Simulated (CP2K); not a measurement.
Worked example: self-consistent single point of KF (Fm-3m, 2 atoms in the cell) in CP2K.

Method: PBE, GPW, DZVP-MOLOPT-SR-GTH basis, GTH-PBE potentials (GTH_POTENTIALS) (CP2K).

The change in words: lattice scaled by 0.98. Reference geometry:
```yaml
crystal:
  lattice:
    - [3.78302, 0.00000, 0.00000]
    - [1.89151, 3.27619, 0.00000]
    - [1.89151, 1.09206, 3.08882]
  atoms:
    - { symbol: K, position: [0.00000, 0.00000, 0.00000] }
    - { symbol: F, position: [0.50000, 0.50000, 0.50000] }
```

Reference input (self-consistent single point, DFT PBE, GPW, DZVP-MOLOPT-SR-GTH basis, GTH-PBE potentials (GTH_POTENTIALS)): CUTOFF = 550 Ry; REL_CUTOFF = 60 Ry; SMEAR/METHOD = FERMI_DIRAC; ELECTRONIC_TEMPERATURE = 116.05 K; KPOINTS/SCHEME = MONKHORST-PACK 9 9 9; XC_FUNCTIONAL = PBE; K/BASIS_SET = DZVP-MOLOPT-SR-GTH; K/POTENTIAL = GTH-PBE-q9; F/BASIS_SET = DZVP-MOLOPT-SR-GTH; F/POTENTIAL = GTH-PBE-q7; METHOD = GPW; EPS_DEFAULT = 1e-10. This run's input differs from it in these lines:

```diff
@@ -63,5 +63,5 @@
     &CELL
-      A 3.78302100 0.00000000 0.00000000
-      B 1.89151100 3.27619300 0.00000000
-      C 1.89151100 1.09206400 3.08882400
+      A 3.70736100 0.00000000 0.00000000
+      B 1.85368000 3.21066900 0.00000000
+      C 1.85368000 1.07022300 3.02704700
       PERIODIC XYZ
@@ -70,3 +70,3 @@
       K        0.00000000     0.00000000     0.00000000
-      F        3.78302150     2.18412850     1.54441200
+      F        3.70736050     2.14044600     1.51352350
     &END COORD
```

Log, with long lists cut:

```
 SCF WAVEFUNCTION OPTIMIZATION

  Step     Update method      Time    Convergence         Total energy    Change
     1 NoMix/Diag. 0.40E+00      -     0.93571635       -52.6569006672 -5.27E+01
     2 Broy./Diag. 0.40E+00      -     0.08558354       -51.1492073145  1.51E+00
     3 Broy./Diag. 0.40E+00      -     0.02310738       -52.4681529746 -1.32E+00
     4 Broy./Diag. 0.40E+00      -     0.02588905       -52.5727007843 -1.05E-01
     5 Broy./Diag. 0.40E+00      -     0.00660302       -52.5272809727  4.54E-02
     6 Broy./Diag. 0.40E+00      -     0.00490938       -52.6407364841 -1.13E-01
   [... 4 lines left out ...]
    11 Broy./Diag. 0.40E+00      -     0.00000163       -52.6206086231  3.92E-05
    12 Broy./Diag. 0.40E+00      -     0.00000061       -52.6206378185 -2.92E-05
    13 Broy./Diag. 0.40E+00      -     0.00000012       -52.6206348370  2.98E-06
    14 Broy./Diag. 0.40E+00      -     0.00000005       -52.6206355979 -7.61E-07
  *** SCF run converged in    14 steps ***

  Overlap energy of the core charge distribution:               0.00000000000000
  Self energy of the core charge distribution:               -121.43662805657317
  Core Hamiltonian energy:                                     31.77066298215037
  Hartree energy:                                              46.16635540885429
  Exchange-correlation energy:                                 -9.12102593235735
  Electronic entropic energy:                                  -0.00000000000000
  Fermi energy:                                                 0.10730935227255

  Total energy:                                               -52.62063559792585
  Total energy (extrapolated to T->0):                        -52.62063559792585

   [... lines left out ...]

 STRESS| Analytical stress tensor [bar]
 STRESS|                        x                   y                   z
 STRESS|      x        4.01022039923E+04   1.30140000008E+02   9.20227457489E+01
 STRESS|      y        1.30140000008E+02   3.99521938511E+04   5.32946964674E+01
 STRESS|      z        9.20227457489E+01   5.32946964674E+01   3.99148507699E+04
 STRESS| 1/3 Trace                                             3.99897495378E+04
```

The run converged in 14 iterations. Against the reference run the free energy goes up by 18.8 meV/atom, the pressure goes from 1.50 to 4.00 GPa and the gap on the mesh goes from 6.242 to 6.574 eV.

The starting cell has typed, rounded lattice constants, without a prior relaxation at this level. For this run, on top of that: lattice scaled by 0.98. Values carry the incompleteness of an atom-centred basis. With a pressure of about 4 GPa the cell is away from its equilibrium volume at this level.

Cost on one core of a shared machine: roughly 60 s.
